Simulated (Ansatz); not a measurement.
Worked example: self-consistent single point of Y2NiRu3 (P1, 6 atoms in the cell) in Ansatz (a program for electronic structure).

Method of the run: PBEsol, PAW files made with PBE (plane waves; Ansatz).

The change in words: atoms moved at random. Reference geometry:
```yaml
crystal:
  lattice:
    - [2.56956, 1.48354, 4.27125]
    - [-2.56956, 1.48354, 4.27125]
    - [0.00000, -2.96707, 4.27125]
  atoms:
    - { symbol: Y, position: [0.12304, 0.12304, 0.12304] }
    - { symbol: Y, position: [0.87696, 0.87696, 0.87696] }
    - { symbol: Ni, position: [0.50000, 0.50000, 0.50000] }
    - { symbol: Ru, position: [0.00000, 0.50000, 0.50000] }
    - { symbol: Ru, position: [0.50000, 0.00000, 0.50000] }
    - { symbol: Ru, position: [0.50000, 0.50000, 0.00000] }
```

Reference input (self-consistent single point, DFT, PBEsol, plane waves, PAW files made with PBE): kpoints.mp_grid.grid = 5 5 5; hamiltonian.xc = pbesol; hamiltonian.pseudopotentials = {kind: paw} (an earlier, softer set of the program's PAW files); scf.occupations.method = fermi_dirac; scf.occupations.width = 0.136 eV. This run's input differs from it in these lines:

Ansatz 0.2 input:
```diff
@@ -7,8 +7,8 @@
   atoms:
-    - { symbol: Y, position: [0.123039, 0.123039, 0.123039] }
-    - { symbol: Y, position: [0.876961, 0.876961, 0.876961] }
-    - { symbol: Ni, position: [0.500000, 0.500000, 0.500000] }
-    - { symbol: Ru, position: [0.000000, 0.500000, 0.500000] }
-    - { symbol: Ru, position: [0.500000, 0.000000, 0.500000] }
-    - { symbol: Ru, position: [0.500000, 0.500000, 0.000000] }
+    - { symbol: Y, position: [0.118821, 0.123375, 0.127794] }
+    - { symbol: Y, position: [0.879108, 0.871423, 0.869019] }
+    - { symbol: Ni, position: [0.495683, 0.522969, 0.496733] }
+    - { symbol: Ru, position: [-0.002612, 0.495018, 0.493595] }
+    - { symbol: Ru, position: [0.510757, 0.000169, 0.491807] }
+    - { symbol: Ru, position: [0.498243, 0.487046, 0.021053] }
 kpoints:
```

The program printed (abridged):

```
SCF iter   1: F=—  HF=-30865.532934 eV  |F-HF|=—  |Δ(HF+E_count)|=         —  Δρ=2.87e-1  dr2=1.65e2  ethr=3.10e-3  ⟨swp⟩=5.4  Hψ=11315  notcnv=0
all-band conjugate gradients solve this SCF's bands
preconditioner: auto → Kerker (q_TF=auto, 2.681 Å⁻¹)
SCF iter   2: F=—  HF=-30849.730443 eV  |F-HF|=—  |Δ(HF+E_count)|=    1.58e1  Δρ=1.10e-1  dr2=2.57e1  ethr=3.10e-3  ⟨swp⟩=3.4  Hψ=7929  notcnv=0
   [... lines left out ...]
SCF iter   8: F=—  HF=-30846.768166 eV  |F-HF|=—  |Δ(HF+E_count)|=   1.59e-5  Δρ=3.88e-4  dr2=1.47e-4  ethr=3.54e-7  ⟨swp⟩=2.4  Hψ=5218  notcnv=0
SCF iter   9: F=—  HF=-30846.768157 eV  |F-HF|=—  |Δ(HF+E_count)|=   9.04e-6  Δρ=1.20e-4  dr2=1.39e-5  ethr=1.67e-7  ⟨swp⟩=1.0  Hψ=3402  notcnv=0
SCF iter  10: F=—  HF=-30846.768163 eV  |F-HF|=—  |Δ(HF+E_count)|=   6.22e-6  Δρ=1.76e-5  dr2=4.41e-7  ethr=1.58e-8  ⟨swp⟩=1.0  Hψ=3411  notcnv=0
SCF iter  11: F=-30846.768163 eV  HF=-30846.768163 eV  |F-HF|=1.94e-8  |Δ(HF+E_count)|=   3.40e-8  Δρ=4.70e-6  dr2=2.93e-8  ethr=1.14e-10  ⟨swp⟩=5.9  Hψ=13394  notcnv=0
SCF 1 converged in 11 iterations: F = -30846.768163 eV  dr2 = 2.93e-8
Free energy (F): -30846.768163 eV
Internal energy: -30846.480364 eV  (E = F + TS)
E sigma→0 (E₀):  -30846.624263 eV
Entropy (-TS):   -0.287800 eV (-47.967 meV/atom)
Fermi energy:    18.051897 eV
--- Forces (eV/Å), atoms counted from 1 ---
  atom   1  Y      0.21832797     0.40071978    -0.16386014
  atom   2  Y     -0.10500759    -0.03022636     0.24106914
  atom   3  Ni     0.32328420    -0.37522312    -0.39086583
  atom   4  Ru    -0.29567172    -0.39285972     0.57788149
  atom   5  Ru     0.08971221    -0.66223464     0.04369368
  atom   6  Ru    -0.23064113     1.05981420    -0.30790696
--- Stress (GPa, compression-positive) ---
        5.128448      -0.201285      -0.125155
       -0.201285       5.262719       0.228058
       -0.125155       0.228058       3.471622
  P = ⅓ Tr σ = 4.6209 GPa (46.209 kbar)
  The stress holds the Pulay correction. Without it, at fixed plane waves, as pw.x and ABINIT print it: P = 4.5173 GPa
```

The run converged in 11 iterations. Against the reference run the free energy goes up by 20.5 meV/atom, the pressure goes from 3.90 to 4.62 GPa and the largest force goes from 0.102 to 1.127 eV/Å.

The starting cell comes from a database of computed structures (which also holds hypothetical and non-ambient phases and stackings), without a prior relaxation at this level. Its lattice was rescaled by a random factor within 2.5 % of one. For this run, on top of that: atoms moved at random. Spin polarisation is off. With a pressure of about 5 GPa the cell is away from its equilibrium volume at this level. Forces in this geometry exceed 1 eV/Å. Ansatz's pressure includes its estimate of the finite-basis (Pulay) stress.

Cost on one core of a shared machine: roughly 70 s.
